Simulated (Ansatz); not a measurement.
**Y3Ge (model structure, started from the A15 type, Pm-3n, No. 223, 8 atoms in the cell)**

Computed with r²SCAN (PAW; Ansatz, a first-principles code).

Run with plane-wave cutoff 560 eV, 10×10×10 k mesh, Fermi–Dirac smearing 0.05 eV, scalar-relativistic PAW data made under PBE.

Cell (relaxed at this level):

```cif
data_Ge2Y6
_chemical_formula_sum 'Y6 Ge2'
_space_group_name_H-M_alt 'Pm-3n'
_space_group_IT_number 223
_space_group_name_Hall '-P 4n 2 3'
_cell_length_a 5.97045
_cell_length_b 5.97045
_cell_length_c 5.97045
_cell_angle_alpha 90.000
_cell_angle_beta 90.000
_cell_angle_gamma 90.000
loop_
_atom_site_label
_atom_site_type_symbol
_atom_site_symmetry_multiplicity
_atom_site_Wyckoff_symbol
_atom_site_fract_x
_atom_site_fract_y
_atom_site_fract_z
_atom_site_occupancy
Y1 Y 6 c 0.00000 0.50000 0.25000 1
Ge1 Ge 2 a 0.00000 0.00000 0.00000 1
```

```
Property                 Value
---------------  -------------
band gap         zero (no gap)
bulk modulus B0       52.2 GPa
```

Note: the bulk modulus is −V dP/dV from two relaxed cells at ±2 % in volume; the relaxation could raise the start's symmetry but not lower it, so the cell can be a saddle point.

Spin–orbit coupling is not included.

The computed numbers hold no vibrational or temperature effects.

A model structure was made by putting elements into a prototype or built by hand; it is no filed structure, need not be a known phase, and can be a saddle point held by its symmetry.
